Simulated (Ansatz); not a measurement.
Consider a periodic stack without vacuum, rock-salt TaC (1 1 1) on silicon (0 0 1) (film strained to the substrate, started from cuts of the bulks and a machine-learned relaxation; slabs Si36 and C20Ta20, which can lie off the formulas): substrate slab Si36, film C20Ta20, surface cells [[0, -1], [3, 1]] and [[1, -2], [3, -1]], film strained by -0.2 and +3.7 %, outermost planes Si/Si and C/Ta as cut, which need not be the usual terminations and can put a slab off its formula. Its start:

```
Ta5C5Si9
1.0
    5.47000     0.00000     0.06671
    2.73500     8.20500    -0.04246
    1.03519    -0.03761    26.75404
Si C Ta
36 20 20
Cartesian
  8.55098   8.30686   2.02397
  2.99177   2.73425   2.16745
  5.80815   5.49717   2.08919
  1.36230   1.83345   0.81439
  4.42878   3.98098   0.86909
  7.50396   6.59571   0.87366
  5.72881   8.25216   4.83911
  5.70918   2.78481   4.90121
  3.00131   5.54397   4.82647
  4.37971   1.37178   3.51541
  7.10439   4.15278   3.55994
  4.40658   6.91351   3.41296
  8.40864   8.29261   7.61664
  2.93394   2.82217   7.60100
  5.66776   5.55216   7.60583
  1.59657   1.43316   6.22531
  4.32578   4.17246   6.23204
  7.06987   6.90347   6.24102
  5.63063   8.30306  10.32696
  5.61545   2.85421  10.36704
  2.83878   5.62241  10.31681
  4.27739   1.46417   9.00069
  7.00606   4.20157   9.00772
  4.27313   6.93162   8.95115
  8.34129   8.34265  13.20769
  2.82790   2.92665  12.93621
  5.43314   5.71132  13.20809
  1.49178   1.45318  11.68860
  4.21885   4.30475  11.67903
  6.92774   6.98366  11.81636
  5.74109   8.62594  15.40930
  5.40330   3.29841  16.21148
  2.56754   4.88451  16.12691
  4.38480   1.82573  14.28106
  6.88882   4.28468  14.26257
  4.12981   7.11633  14.81881
  3.55748   0.06574  17.13678
  6.23008   1.82625  17.04740
  3.59537   3.46836  16.96080
  6.30190   4.89687  17.02812
  3.45967   6.54506  16.57748
  2.60912   5.07306  19.47717
  5.31236   6.70419  19.42274
  5.33526   0.10361  19.49394
  2.56825   1.73158  19.49686
  5.31947   3.42556  19.54472
  4.35815   1.79915  22.04370
  7.10301   3.43612  22.06273
  4.37731   5.09160  22.00658
  7.09798   6.74446  22.01155
  1.63075   0.17277  22.02033
  3.39085   6.77597  24.46619
  3.38664   0.23673  24.63190
  6.14614   1.80129  24.64470
  3.44192   3.48711  24.56728
  6.15223   5.11710  24.54995
  7.12389   6.64393  18.13841
  1.54545   0.11654  17.93436
  4.39154   1.71650  18.20275
  7.20086   3.31029  18.31066
  4.46833   5.07886  18.19462
  3.50316   3.44049  20.74452
  6.23024   5.06802  20.73808
  3.47638   6.73555  20.63051
  3.44579   0.13304  20.69015
  6.20773   1.75933  20.75387
  5.24193   0.20214  23.31900
  2.52760   1.80952  23.29386
  5.27040   3.45523  23.29246
  7.99189   5.10750  23.27039
  5.24003   6.75838  23.22212
  4.29034   5.17346  25.65780
  6.99878   6.78178  25.62992
  1.53003   0.15301  25.79724
  4.30645   1.91634  25.80693
  7.06010   3.44646  25.71351
```

The start was prepared with a machine-learned potential, and the result is one local minimum, with the in-plane cell held and forces under 0.04 eV/Å; the film can end far from its bulk form.

Method: PBE (plane waves to 420 eV, PAW; Ansatz, a quantum-chemistry and plane-wave program). Spin–orbit coupling is left out; the runs are not spin-polarised; PBE gaps are too small against experiment. Its k-point mesh 5×3×1, Fermi–Dirac width 0.05 eV.

Task: Predict the relaxed interface.

Result: 
- interface area = 44.9 Å²
- period = 26.74 Å
- heights between the nearest atoms of the two slabs at the two interfaces = 0.53 and 1.89 Å
- Si–Ta contacts across the interfaces within 1.22 times the sum of covalent radii = 19, mean 2.91 Å
- C–Si contacts across the interfaces within 1.22 times the sum of covalent radii = 8, mean 1.92 Å
- estimate of the barrier = withheld, since the two interfaces are unlike
- slope of the mean potential energy in the substrate = +1.5 MV/cm × e
